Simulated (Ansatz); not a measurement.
Start from TiSi$_{2}$ (space group Fddd, No. 70; a = 4.760 Å, b = 8.180 Å, c = 8.500 Å). Axes: x, y, z lie along a, b, c of the conventional cell.

Computed with PBEsol (Ansatz, a first-principles code; PAW; 420 eV plane waves; no SOC).

For the base:

* **Volume per atom**: 13.79 Å³
* **Pressure**: 0.0 GPa

Now apply this change: tensile biaxial strain of 4.12 % in the plane normal to [001], as in epitaxy on a mismatched substrate; the out-of-plane cell vector and the atoms relax.

What does the calculation give for the volume per atom after the change?

The volume per atom grows by 1.00 Å³, from 13.79 Å³ to 14.79 Å³.

How does this affect the pressure?

The pressure (mean of the normal stresses, compression positive) goes from zero to -7.6 GPa.

Without a gap, meshes like the base's 13×13×13 leave anisotropic stresses uncertain by several tenths of a GPa, and small strain energies with them. No phonon test of stability was made. The final runs are not spin-polarised.
